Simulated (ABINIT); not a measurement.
A self-consistent single point of BaMg3 (Pmm2, 4 atoms in the cell) with ABINIT.

Method of the run: LDA (PW92), PAW (JTH v2.0 LDA PAW) (plane waves; ABINIT 10.0.3).

The change in words: lattice scaled by 0.98. Reference geometry:
```xyz
4
Lattice="3.6334 0.0000 0.0000 0.0000 5.1998 0.0000 0.0000 0.0000 6.7173" Properties=species:S:1:pos:R:3 pbc="T T T"
Ba     0.0000     0.0000     1.0703
Mg     1.8167     0.0000     4.4267
Mg     1.8167     2.5999     2.7235
Mg     0.0000     2.5999     5.2140
```

Reference input (self-consistent single point, DFT, LDA (PW92), plane waves, PAW (JTH v2.0 LDA PAW)): pseudos = [Ba.LDA_PW-JTH.xml, Mg.LDA_PW-JTH.xml]; ecut = 20 Ha; pawecutdg = 40 Ha; pawxcdev = 0; occopt = 7; tsmear = 0.00367493 Ha; ngkpt = 7 5 4; nshiftk = 1; shiftk = 0 0 0; potentials = JTH v2.0 LDA PAW; nband = 27; kptopt = 1. This run's input differs from it in these lines:

```diff
@@ -3,3 +3,3 @@
 pseudos "Ba.LDA_PW-JTH.xml, Mg.LDA_PW-JTH.xml"
-acell 6.8661309012 9.8262281384 12.6938251716
+acell 6.7288082832 9.6297041804 12.4399480257
 rprim
```

The program printed (abridged):

```
--- !BeginCycle
solver: {iscf: 17, nstep: 60, nline: 4, wfoptalg: 10, }
tolerances: {toldfe: 1.00E-09, }
...

     iter   Etot(hartree)      deltaE(h)  residm     nres2
 ETOT  1  -214.93803849894    -2.149E+02 7.148E+00 2.293E+00
 ETOT  2  -216.43863487218    -1.501E+00 9.221E-03 4.509E-01
 ETOT  3  -216.43464925490     3.986E-03 1.943E-03 9.462E-02
 ETOT  4  -216.43439700844     2.522E-04 4.128E-04 1.335E-02
 ETOT  5  -216.43436566913     3.134E-05 4.238E-04 2.327E-04
   [... 2 lines left out ...]
 ETOT  8  -216.43436722150     2.511E-08 3.032E-05 4.256E-07
 ETOT  9  -216.43436722323    -1.733E-09 2.937E-05 9.292E-08
 ETOT 10  -216.43436722284     3.964E-10 1.820E-05 3.720E-09
 ETOT 11  -216.43436722284    -5.343E-12 1.474E-05 7.376E-10
 At SCF step   11, etot is converged :
  for the second time, diff in etot=  5.343E-12 < toldfe=  1.000E-09

 Cartesian components of stress tensor (hartree/bohr^3)
  sigma(1 1)=  1.59782638E-05  sigma(3 2)=  0.00000000E+00
  sigma(2 2)= -1.83364026E-05  sigma(3 1)=  0.00000000E+00
  sigma(3 3)= -1.05823515E-05  sigma(2 1)=  0.00000000E+00

 ----iterations are completed or convergence reached----

 reduced coordinates (array xred) for    4 atoms
       0.000000000000      0.000000000000      0.159340000000
       0.500000000000      0.000000000000      0.659000000000
       0.500000000000      0.500000000000      0.405450000000
       0.000000000000      0.500000000000      0.776200000000
 cartesian forces (eV/Angstrom) at end:
    1     -0.00000000000000    -0.00000000000000    -0.04127834402243
   [... lines left out ...]
 Fermi (or HOMO) energy (hartree) =   0.12403   Average Vxc (hartree)=  -0.31380
   [... lines left out ...]
'-kT*entropy'       : -5.23346314948770E-04
total_energy        : -2.16434380009428E+02
total_energy_eV     : -5.88947899493767E+03
...

-Cartesian components of stress tensor (GPa)         [Pressure=  1.2691E-01 GPa]
- sigma(1 1)=  4.70096672E-01  sigma(3 2)=  0.00000000E+00
- sigma(2 2)= -5.39475499E-01  sigma(3 1)=  0.00000000E+00
- sigma(3 3)= -3.11343478E-01  sigma(2 1)=  0.00000000E+00

 Calculation completed.
```

The run converged in 11 iterations. Against the reference run the free energy drops by 5.3 meV/atom, the pressure goes from -1.22 to 0.13 GPa and the largest force goes from 0.025 to 0.094 eV/Å.

The starting cell comes from a database of computed structures (which also holds hypothetical and non-ambient phases and stackings), without a prior relaxation at this level. Its lattice was rescaled by a random factor within 2.5 % of one. For this run, on top of that: lattice scaled by 0.98.

Cost on one core of a shared machine: roughly 70 s.
